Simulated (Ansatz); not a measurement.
The reference is GaN in the zinc blende structure (space group F-43m, No. 216; a = 4.498 Å). Axes: x, y, z lie along the cube axes.

Method: r2SCAN in Ansatz (plane waves to 500 eV, PAW, spin-orbit coupling left out).

Strains are applied to the cell and any free atomic positions relax.

One change was made to it. Results:

```tsv
quantity	base	after
band gap	2.17 eV	2.20 eV
energy relative to the base (free energy F)	0 meV/atom	+1.0 meV/atom
gap character	direct at Γ	direct at Γ
electron mass	0.17 mₑ (at Γ)	0.18 mₑ (at Γ)
```

Question: Which change produced these results?
A. uniaxial strain ε_zz = −3.00 %
B. uniaxial strain ε_zz = −1.00 %
C. uniaxial strain ε_zz = −2.00 %
D. uniaxial strain ε_zz = −2.50 %
E. uniaxial strain ε_zz = −1.50 %

Answer: B, uniaxial strain ε_zz = −1.00 %. For comparison, the energy relative to the base in the other runs: uniaxial strain ε_zz = −3.00 % gives +9.2 meV/atom; uniaxial strain ε_zz = −2.50 % gives +6.4 meV/atom; uniaxial strain ε_zz = −1.50 % gives +2.3 meV/atom; uniaxial strain ε_zz = −2.00 % gives +4.1 meV/atom.

Masses are band curvatures over ±0.01 Å⁻¹ around the edge. Stability against distortions was not tested. This is not the structure that GaN has at room temperature and ambient pressure. k-point labels follow each cell's own Brillouin zone.

Ansatz is an electronic-structure program.
